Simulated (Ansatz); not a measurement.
**H on the O site (H_O) in corundum**

Level of theory: PBE, PAW (plane waves to 420 eV; Ansatz, a program for electronic structure). A 2×2×1 supercell of 120 sites was used; the energies come from a 2×2×2 Γ-centred sampling of its zone. Site at the start: the O site. Finite-size correction: monopole term and site-potential alignment. Dielectric constants: PBE linear response of the host. Host gap at this level: 5.85 eV. Finite-size and sampling errors can reach tenths of an eV here. Levels are measured in PBE's own, too narrow, gap. Spin–orbit coupling is left out. Each state is the lowest found from its start.

Formation energies E_f are given with the Fermi level at the valence-band maximum. Chemical conditions: Al-rich (Δμ(O) = -4.96 eV, Δμ(H) = -0.003 eV, bounded by AlH3 (R-3c); only phases computed here count, gases as isolated molecules at 0 K); O-rich (Δμ(O) = 0.00 eV, Δμ(H) = -1.25 eV, bounded by H2O molecule; only phases computed here count, gases as isolated molecules at 0 K). Reference phases: H: H2 molecule in a box, O: O2 molecule in a box.

| charge | moment (μB) | point group | largest move off a lattice site (Å) | image correction with alignment (eV) | E_f, Al-rich (eV) | E_f, O-rich (eV) |
|---|---|---|---|---|---|---|
| +1 | not spin-polarised | C2 | 0.13 | 0.11 | -2.65 | 3.57 |
| 0 | 1.0 | C1 | 0.40 | 0.00 | 2.93 | 9.14 |
| −1 | not spin-polarised | C1 | 0.65 | 0.24 | 8.58 | 14.79 |

Point groups are those of the whole cell at tolerances of 0.03 and 0.1 Å ("near" where only the looser one holds); none is given for unsettled states.

Transition levels above the valence-band maximum: ε(+1/0) = 5.58 eV; ε(0/−1) = 5.65 eV. On the lower envelope of the bound states, inside the gap: (+1/0) at 5.58 eV; (0/−1) at 5.65 eV.

Flagged in the runs: a host whose relaxation on this sampling wasn't shown to rest.

All states together cost roughly 3 core-hours.
